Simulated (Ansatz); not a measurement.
An Ansatz (a first-principles code) input (PBEsol in Ansatz (plane waves to 420 eV, PAW, no SOC)):

Ansatz 0.2 input:
```yaml
crystal:
  lattice:
    - [4.4904395558, 0, 0]
    - [2.2452197779, 3.8888347294, 0]
    - [0, 0, 7.5074563581]
  atoms:
    - { symbol: Ag, position: [0.6666666667, 0.6666666667, 0.0001684504] }
    - { symbol: Ag, position: [0.3333333333, 0.3333333333, 0.5001684504] }
    - { symbol: I, position: [0.6666666667, 0.6666666667, 0.6250315496] }
    - { symbol: I, position: [0.3333333333, 0.3333333333, 0.1250315496] }
basis: { ecutwfc: 420, ecutrho_ratio: 4, xc_grid: 2, fft_grid_basis: typed }
kpoints: { mp_grid: { grid: [8, 8, 5] } }
hamiltonian:
  xc: pbesol
  dispersion: none
  pseudopotentials: { kind: paw }
scf: { occupations: { method: fermi_dirac, width: 0.05 } }
relax: { f_tol: 0.005, max_steps: 50, cell: { stress_tol: 0.01, fix: [a, b, gamma] } }
output: { forces: true, stress: true }
checkpoint: { write: state.ck, write_every: 1000 }
```

### Question
Which symmetry and how many k-points will the program report, and about how many plane waves at Γ?

### Answer
Space group P63mc (ITA 186) with 12 operations, k-points 30 of 320, and 2575 plane waves at Γ.

### Question
And the final pressure?

### Answer
0.41 GPa (compression positive).

The cells carry an imposed strain or load. Stability against distortions was not tested. The cell was made from AgI in the wurtzite structure (space group P6_3mc, No. 186) by this change: biaxial strain −1.53 %, plane normal [001], relaxed out of plane.
